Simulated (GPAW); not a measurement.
A self-consistent single point of ZrMnF6 (Fm-3m, 8 atoms in the cell) with GPAW.

Method: PBEsol, GPAW PAW datasets PBEsol (made by gpaw-setup) (plane waves; GPAW).

The change in words: lattice scaled by 0.98. Reference geometry:
```
ZrMnF6
1.0
    0.00000     4.13559     4.13559
    4.13559     0.00000     4.13559
    4.13559     4.13559     0.00000
Zr Mn F
1 1 6
Direct
  0.50000   0.50000   0.50000
  0.00000   0.00000   0.00000
  0.74500   0.25500   0.25500
  0.25500   0.74500   0.74500
  0.25500   0.74500   0.25500
  0.74500   0.25500   0.74500
  0.25500   0.25500   0.74500
  0.74500   0.74500   0.25500
```
Moments meant for the start (each program seeds them in its own way; μB, in the order of the atoms Zr Mn F F F F F F): 0.0 4.0 0.0 0.0 0.0 0.0 0.0 0.0.

Reference input (self-consistent single point, DFT PBEsol, plane waves, GPAW PAW datasets PBEsol (made by gpaw-setup)): spinpol = true; mode = pw; ecut = 950 eV; xc = PBEsol; kpts = 4 4 4; mesh shift (steps) = 0 0 0; occupations.name = fermi-dirac; occupations.width = 0.02 eV; nbands = -4; convergence.density = 1e-05 e/electron; convergence.bands = -2; symmetry.symmorphic = false. This run's input differs from it in these lines:

```diff
@@ -5,5 +5,5 @@
 atoms = Atoms(['Zr', 'Mn', 'F', 'F', 'F', 'F', 'F', 'F'],
-              cell=[[0.000000, 4.135594, 4.135594],
-                    [4.135594, 0.000000, 4.135594],
-                    [4.135594, 4.135594, 0.000000]],
+              cell=[[0.000000, 4.052882, 4.052882],
+                    [4.052882, 0.000000, 4.052882],
+                    [4.052882, 4.052882, 0.000000]],
               scaled_positions=[[0.500000, 0.500000, 0.500000],
```

Output (repeated stretches shortened):

```
     iter     time        total  log10-change:  magmom
                         energy   eigst   dens
iter:   1 --:--:--   -58.824415   +0.27           +4.0024
iter:   2 --:--:--   -58.249164   -0.61  -1.15    +4.7007
iter:   3 --:--:--   -55.649874   -0.08  -1.19    +4.9883
iter:   4 --:--:--   -55.662537   -0.65  -1.47    +5.0083
iter:   5 --:--:--   -57.196400   -0.26  -1.57    +5.0041
iter:   6 --:--:--   -55.681431   -0.46  -1.50    +5.0023
iter:   7 --:--:--   -55.714105   -1.10  -2.24    +5.0014
iter:   8 --:--:--   -55.675026   -1.95  -2.16    +5.0003
iter:   9 --:--:--   -55.700572   -2.15  -2.75    +5.0002
   [... lines left out ...]
iter:  22 --:--:--   -55.670609c  -5.87  -4.57    +5.0000
iter:  23 --:--:--   -55.670609c  -6.02  -4.57    +5.0000
iter:  24 --:--:--   -55.670610c  -6.01  -5.12c   +5.0000
iter:  25 --:--:--   -55.670610c  -6.46  -5.16c   +5.0000
iter:  26 --:--:--   -55.670610c  -6.36  -5.20c   +5.0000
iter:  27 --:--:--   -55.670610c  -6.76  -5.17c   +5.0000
iter:  28 --:--:--   -55.670610c  -6.64  -5.69c   +5.0000
iter:  29 --:--:--   -55.670609c  -7.09  -5.77c   +5.0000
iter:  30 --:--:--   -55.670609c  -7.08  -5.56c   +5.0000
iter:  31 --:--:--   -55.670609c  -7.11  -5.85c   +5.0000
iter:  32 --:--:--   -55.670609c  -7.48c -6.26c   +5.0000
Converged after 32 iterations.

Dipole moment: (-0.000000, -0.000000, -0.000000) |e|*Ang

Total magnetic moment: (0.000000, 0.000000, 5.000000)
Local magnetic moments:
   0 Zr ( 0.000000,  0.000000,  0.051573)
   1 Mn ( 0.000000,  0.000000,  4.456382)
   2 F  ( 0.000000,  0.000000,  0.026532)
   3 F  ( 0.000000,  0.000000,  0.026532)
   4 F  ( 0.000000,  0.000000,  0.026532)
   5 F  ( 0.000000,  0.000000,  0.026532)
   6 F  ( 0.000000,  0.000000,  0.026532)
   7 F  ( 0.000000,  0.000000,  0.026532)

Energy contributions relative to reference atoms: (reference = -145557.242429)

Kinetic:        +72.323213
Potential:      -73.003768
External:        +0.000000
XC:             -55.099379
Entropy (-ST):   -0.000000
Local:           +0.109324
SIC:             +0.000000
--------------------------
Free energy:    -55.670609
   [... lines left out ...]
Fermi level: 2.88827
Gap: 2.130 eV
Direct gap: 2.278 eV
   [... lines left out ...]
  2 F    -0.01539   -0.00000   -0.00000
  3 F     0.01539    0.00000    0.00000
  4 F     0.00000   -0.01539   -0.00000
  5 F     0.00000    0.01539    0.00000
  6 F    -0.00000    0.00000   -0.01539
  7 F     0.00000   -0.00000    0.01539

Stress tensor:
    -0.015787     0.000000    -0.000000
     0.000000    -0.015787     0.000000
    -0.000000     0.000000    -0.015787
Stress (GPa, Voigt): [-2.5294 -2.5294 -2.5294  0.     -0.      0.    ]
```

The run converged in 32 iterations. GPAW prints stress with tension positive. Against the reference run the free energy rises by 4.2 meV/atom, the largest force goes from 0.440 to 0.015 eV/Å, the gap on the mesh goes from 2.341 to 2.130 eV and the size of the net moment stays at 0.62 μB/atom.

At such cutoffs GPAW's stress carries a finite-basis (Pulay) error, which enters relaxed cells too; its log prints stress with tension positive.

The starting cell comes from a database of computed structures (which also holds hypothetical and non-ambient phases and stackings), without a prior relaxation at this level. Its lattice was rescaled by a random factor within 2.5 % of one. For this run, on top of that: lattice scaled by 0.98. With one magnetic atom in the cell only a parallel order is possible.

Cost on one core of a shared machine: roughly 3 min.
